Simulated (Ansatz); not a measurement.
tetragonal HfO2 (1 0 0) on zinc-blende InAs (1 1 0) (film strained to the substrate, started from cuts of the bulks and a machine-learned relaxation; slabs As12In12 and Hf24O48, which can lie off the formulas)

A periodic stack without vacuum, tetragonal HfO2 (1 0 0) on zinc-blende InAs (1 1 0) (film strained to the substrate, started from cuts of the bulks and a machine-learned relaxation; slabs As12In12 and Hf24O48, which can lie off the formulas): substrate slab As12In12, film Hf24O48, surface cells [[0, 2], [-1, 0]] and [[-2, 1], [-1, -1]], film strained by -4.1 and -0.9 %, outermost planes AsIn/AsIn and HfO/HfO as cut, which need not be the usual terminations and can put a slab off its formula.

The start was prepared with a machine-learned potential, and the result is one local minimum, with the in-plane cell held and forces under 0.04 eV/Å; the film can end far from its bulk form.

All values below come from PBE (plane waves to 420 eV, PAW; Ansatz, an electronic-structure program). Spin–orbit coupling is left out; PBE gaps are too small against experiment. Its k-point mesh 3×4×1, Fermi–Dirac width 0.05 eV.

The interface area comes out as 54.1 Å² and the period comes out as 29.36 Å. The heights between the nearest atoms of the two slabs at the two interfaces is 2.10 and 2.15 Å. The As–Hf contacts across the interfaces within 1.22 times the sum of covalent radii comes out as 4, mean 3.06 Å. The Hf–In contacts across the interfaces within 1.22 times the sum of covalent radii comes out as 4, mean 3.75 Å. The In–O contacts across the interfaces within 1.22 times the sum of covalent radii comes out as 2, mean 2.28 Å and the spin-polarised check at this geometry comes out as falls back to no moment.

```xyz
96
Lattice="8.7477 -0.0008 -0.0912 0.0000 6.1859 -0.0123 3.6995 -1.6034 29.3232" Properties=species:S:1:pos:R:3 pbc="T T T"
As     1.9779     5.2539     1.2163
As     6.0622     5.2483     1.3084
As     8.4898     2.0854     3.2627
As     4.0768     1.8629     3.7437
As     6.3473     5.0649     5.6478
As     1.9106     5.0894     5.7937
As     4.1457     1.9681     7.9449
As     8.5588     2.0040     7.8455
As    10.7722     5.1691    10.2434
As     6.3633     4.9763     9.8976
As     8.4574     2.1578    12.2767
As     4.3320     2.1837    12.4450
In     6.3693     0.4975     3.5161
In     1.8295     0.4058     3.5703
In     8.4106     4.0225     1.1858
In     4.0266     3.8037     2.0367
In     1.9606     0.4062     8.0371
In     6.3702     0.4592     7.8073
In     4.1131     3.5715     5.8180
In     8.5249     3.4769     5.5920
In     6.3841     0.7339    11.6230
In    10.7969     0.9035    12.3107
In     8.6413     3.5806    10.0411
In     4.1286     3.5110    10.1266
Hf     7.9168     2.7393    15.1058
Hf     5.0479     0.6141    15.1016
Hf     2.0512     4.6959    15.2787
Hf     7.9205     5.7496    16.4180
Hf     5.0495     3.6948    16.4876
Hf     2.0737     1.5763    16.4890
O      8.7104     4.6663    14.8217
O      5.8634     2.6438    14.9233
O      2.5486     0.3965    14.5666
O      1.4138     2.7012    14.9721
O      7.0878     0.5291    14.8168
O      4.2500     4.8212    14.9932
O      7.1642     3.8387    16.7050
O      4.1236     1.6970    16.4975
O      1.3233    -0.3528    16.8003
O      8.5831     1.6760    16.7328
O      5.7220    -0.3133    16.8334
O      2.8253     3.7343    16.9043
Hf     8.3365     2.1095    18.8713
Hf     5.4545     0.0437    18.9373
Hf     2.5209     4.2009    18.9426
Hf     8.4244    -1.0518    20.3023
Hf     5.4997     3.0709    20.3177
Hf     2.5831     1.0317    20.3255
O      9.2222     3.9728    18.7339
O      6.2720     1.9288    18.6955
O      3.4014    -0.1211    18.7602
O      1.8600     1.9339    18.6117
O      7.7412    -0.0966    18.6067
O      4.8382     4.0376    18.6260
O      7.5485     3.2445    20.4734
O      4.6526     1.1980    20.5174
O     10.4832    -0.8392    20.4591
O      9.0353     1.1687    20.5527
O      6.1439    -0.9029    20.6127
O      3.2123     3.2257    20.5921
Hf     8.7366     1.6440    22.6377
Hf     5.8292    -0.4451    22.6929
Hf     2.9196     3.6843    22.7068
Hf     8.8236    -1.5313    24.0480
Hf     5.8770     2.5755    24.1066
Hf    11.7271     0.5371    23.9828
O      9.6000     3.5115    22.4236
O      6.6740     1.4406    22.5126
O      3.7808    -0.6180    22.5007
O     11.0466     1.4969    22.3169
O      8.1072    -0.5759    22.3957
O      5.1917     3.5212    22.4166
O      7.9451     2.7955    24.2264
O      5.0376     0.6961    24.2877
O     10.8659    -1.3378    24.1802
O      9.4723     0.7227    24.3217
O      6.4857    -1.4135    24.4007
O      3.5885     2.7414    24.4110
Hf     9.2393     1.0320    26.4753
Hf     6.3014    -0.9365    26.4768
Hf    12.1148     3.0394    26.5396
Hf     9.2689    -2.0535    27.8154
Hf     6.4533     2.0670    27.8439
Hf    12.1544    -0.0868    27.7008
O     10.0377     2.9771    26.3096
O      7.1641     0.9586    26.2628
O      4.2233    -1.2072    26.3108
O     11.5009     0.9386    26.0759
O      8.5875    -1.0681    26.0991
O      5.5060     2.8791    26.2683
O      8.4533     2.0925    28.1553
O      5.5268     0.2038    28.0748
O     11.4449    -1.9816    28.1182
O      9.9903    -0.0367    28.0129
O      7.1238    -2.0285    27.9425
O      3.7101     1.9024    28.4087
```
